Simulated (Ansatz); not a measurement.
**CsPbCl3 in the cubic perovskite structure (space group Pm-3m, No. 221)**

```
CsPbCl3
1.0
    5.61875     0.00000     0.00000
    0.00000     5.61875     0.00000
    0.00000     0.00000     5.61875
Cs Pb Cl
1 1 3
Direct
  0.00000   0.00000   0.00000
  0.50000   0.50000   0.50000
  0.50000   0.00000   0.50000
  0.00000   0.50000   0.50000
  0.50000   0.50000   0.00000
```

Method: PBEsol (Ansatz, an electronic-structure program), no spin-orbit coupling. Settings: 6×6×6 k-points, 0.05 eV Fermi–Dirac smearing.

| Quantity | Result |
|---|---|
| Volume per atom | 35.48 Å³ |
| Density | 4.18 g/cm³ |
| Band gap | 1.83 eV, direct at R |
| Electron mass (degenerate bands, along [100]) | 0.10, 0.83, 0.83 mₑ |
| Hole mass | 0.17 mₑ |
| Lowest conduction-band minima above the VBM | R along ⟨111⟩ 1.83 eV; Γ 3.24 eV |
| Total energy | -4106.125 eV/atom (σ→0; compares only within this code and set-up) |

With Pb present, leaving out spin-orbit coupling can change the band edges. Effective masses come from finite differences of ±0.01 Å⁻¹. No phonon test of stability was made. Many cubic perovskites are stable only at high temperature; tilts and polar distortions were not tested. This is not the structure that CsPbCl3 has at room temperature and ambient pressure.
